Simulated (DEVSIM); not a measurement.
Structure: Co/SiO2/p-Si capacitor, at 300 K.

```
layer (left to right)  material  thickness (nm)  Na (cm⁻³)
---------------------  --------  --------------  ---------
1                          SiO2            5.20          -
2                            Si            5700       1e16
```

Metal gate on the left, work function 5 eV. Fixed charge at the semiconductor interface 0 cm⁻² (in units of +e); interface traps 4e12 cm⁻² eV⁻¹, uniform in energy, neutral level at 0.3 of the gap above the valence band.

This is a model device: material constants are rounded textbook-type values typed into the input, and sizes, dopings and lifetimes were drawn at random. Values at 300 K; Nc and Nv go as T^1.5, mobilities as T to minus their exponent, the gap by Varshni's rule with the affinity fixed.

```csv
parameter,SiO2,Si
gap (eV),9,1.124
affinity (eV),0.9,4.05
permittivity,3.9,11.7
Nc (cm⁻³),-,2.86e19
Nv (cm⁻³),-,3.1e19
Varshni α (eV/K),-,0.000473
Varshni β (K),-,636
```

Simulated with DEVSIM: 1D Poisson equation in equilibrium, Boltzmann statistics, complete ionisation; no quantum confinement or tunnelling. Metal contacts follow the ideal Schottky-Mott rule: no Fermi-level pinning, no interface dipoles.

Base results: flat-band voltage (V) -0.09; minimum of the low-frequency capacitance (μF/cm²) 0.336.

Question: What follows from this one change: fixed charge 0 → 1.425e+12 cm^-2?

Answer: flat-band voltage -0.09 → -0.43 V; minimum of the low-frequency capacitance little changed (0.336 μF/cm²).

Question: What follows from this one change: temperature 300 → 450 K?

Answer: flat-band voltage -0.09 → 0.21 V; minimum of the low-frequency capacitance little changed (0.341 μF/cm²).

Question: What follows from this one change: gate work function 5 → 4.85 eV?

Answer: flat-band voltage -0.09 → -0.24 V; minimum of the low-frequency capacitance little changed (0.336 μF/cm²).

Question: What follows from this one change: interface trap density 4e+12 → 1e+12 cm^-2 eV^-1?

Answer: flat-band voltage -0.09 → 0.00 V; minimum of the low-frequency capacitance 0.336 → 0.153 μF/cm².
